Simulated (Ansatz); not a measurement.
```
Au3C10
1.0
    5.64321     0.00021    -0.21001
    0.00005     5.64711     0.00692
   -1.63039    -2.03575    28.66866
C Au
80 24
Direct
  0.71917   0.64400   0.06907
  0.33360   0.86158   0.06900
  0.52865   0.25435   0.07363
  0.11771   0.44040   0.07184
  0.93790   0.06707   0.07178
  0.51181   0.74178   0.03893
  0.15670   0.02761   0.04246
  0.28491   0.28206   0.04580
  0.87064   0.45931   0.04259
  0.74586   0.20729   0.04580
  0.85509   0.37787   0.13548
  0.45222   0.57873   0.13400
  0.66284   0.97272   0.13398
  0.26143   0.17460   0.13547
  0.05689   0.77527   0.13263
  0.63253   0.46901   0.10420
  0.23583   0.66456   0.10028
  0.45395   0.06135   0.10417
  0.04440   0.26601   0.10658
  0.84691   0.86308   0.10027
  0.78736   0.69834   0.19673
  0.38784   0.89756   0.19673
  0.58769   0.29801   0.19699
  0.18714   0.49867   0.19684
  0.98811   0.09728   0.19683
  0.57257   0.78687   0.16536
  0.17345   0.98512   0.16543
  0.37246   0.38792   0.16592
  0.97173   0.58863   0.16543
  0.77312   0.18617   0.16592
  0.91753   0.42002   0.25931
  0.51766   0.61997   0.25927
  0.71749   0.02016   0.25928
  0.31739   0.22021   0.25932
  0.11762   0.82007   0.25925
  0.70318   0.50887   0.22808
  0.30292   0.70895   0.22804
  0.50195   0.10922   0.22809
  0.10252   0.30905   0.22806
  0.90230   0.90917   0.22804
  0.84751   0.74221   0.32174
  0.44807   0.94203   0.32171
  0.64710   0.34231   0.32177
  0.24684   0.54239   0.32173
  0.04772   0.14208   0.32176
  0.63263   0.83104   0.29048
  0.23253   0.03109   0.29052
  0.43236   0.43129   0.29053
  0.03249   0.63123   0.29049
  0.83240   0.23119   0.29056
  0.97829   0.46263   0.38437
  0.57757   0.66335   0.38388
  0.77658   0.06615   0.38437
  0.37746   0.26439   0.38445
  0.17692   0.86510   0.38389
  0.76289   0.55259   0.35296
  0.36234   0.75324   0.35281
  0.56218   0.15370   0.35307
  0.16268   0.35292   0.35307
  0.96192   0.95398   0.35297
  0.90562   0.78531   0.44323
  0.49614   0.98992   0.44564
  0.71420   0.38672   0.44952
  0.31753   0.58227   0.44560
  0.10314   0.18820   0.44953
  0.68862   0.87669   0.41433
  0.28722   0.07854   0.41583
  0.49782   0.47253   0.41580
  0.09496   0.67341   0.41432
  0.89314   0.27599   0.41716
  0.07938   0.59202   0.50717
  0.66516   0.76921   0.50402
  0.79341   0.02374   0.50738
  0.43823   0.30948   0.51088
  0.20417   0.84396   0.50399
  0.83231   0.61092   0.47795
  0.42144   0.79692   0.47618
  0.61650   0.18971   0.48082
  0.23088   0.40725   0.48072
  0.01214   0.98426   0.47804
  0.03678   0.86376   0.66144
  0.53129   0.85951   0.65146
  0.03271   0.36315   0.66365
  0.52358   0.35787   0.64880
  0.85237   0.09992   0.58147
  0.33639   0.07694   0.56425
  0.09184   0.56706   0.58069
  0.59145   0.57839   0.56398
  0.13128   0.91447   0.81370
  0.62187   0.91580   0.81374
  0.13451   0.41344   0.81355
  0.62550   0.41575   0.81425
  0.82697   0.13912   0.73630
  0.33596   0.13785   0.73604
  0.82392   0.64040   0.73645
  0.33252   0.63763   0.73545
  0.09816   0.95207   0.96843
  0.61380   0.97431   0.98556
  0.85852   0.48553   0.96904
  0.35886   0.47258   0.98583
  0.92053   0.18981   0.88840
  0.42592   0.19261   0.89839
  0.92201   0.69013   0.88613
  0.43071   0.69406   0.90105
```

The first 80 atoms are the substrate (C-dia), the rest the film (Au).

Method: PBE (plane waves to 420 eV, PAW; Ansatz, a first-principles code). No spin–orbit coupling; the runs are not spin-polarised; PBE gaps are too small against experiment. Its k-point mesh 5×5×1, Fermi–Dirac width 0.05 eV.

Describe the bonding at the interfaces and give the barriers.

A periodic stack without vacuum, fcc Au (0 0 1) on diamond (0 0 1) (film strained to the substrate, started from cuts of the bulks and a machine-learned relaxation; slabs C80 and Au24, which can lie off the formulas): substrate slab C80, film Au24, surface cells [[-3, -1], [-1, -2]] and [[2, 0], [2, 2]], film strained by -3.9 and -3.9 %, outermost planes C/C and Au/Au as cut, which need not be the usual terminations and can put a slab off its formula.
The interface area is 31.9 Å². The period is 28.59 Å, the heights between the nearest atoms of the two slabs at the two interfaces comes out as 1.52 and 1.52 Å and the Au–C contacts across the interfaces within 1.22 times the sum of covalent radii is 12, mean 2.17 Å. The hole barrier (PBE) is 0.44 eV. The electron barrier (PBE) comes out as 3.69 eV.
